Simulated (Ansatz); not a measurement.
Start from HfSiO4 (space group I4_1/amd, No. 141; a = 6.5820 Å, c = 5.9714 Å).

Calculations: Ansatz (an electronic-structure program), r2SCAN, PAW, cutoff 500 eV, no spin-orbit coupling.

One change was made to it. Results:

```
quantity                          base    after
-----------------------------  -------  -------
c/a ratio                        0.907    0.904
shortest interatomic distance  1.623 Å  2.265 Å
```

**Question.** Which of these changes matches the shifts?
(A) O → Se
(B) Si → S
(C) Si → Pd

**Answer.** A, O → Se. For comparison, the c/a ratio in the other runs: Si → S gives 0.972; Si → Pd gives 1.013.

Stability against distortions was not tested. As relaxed here, HfSiSe4, HfSO4 and HfPdO4 are hypothetical phases, not in the database extracts checked.
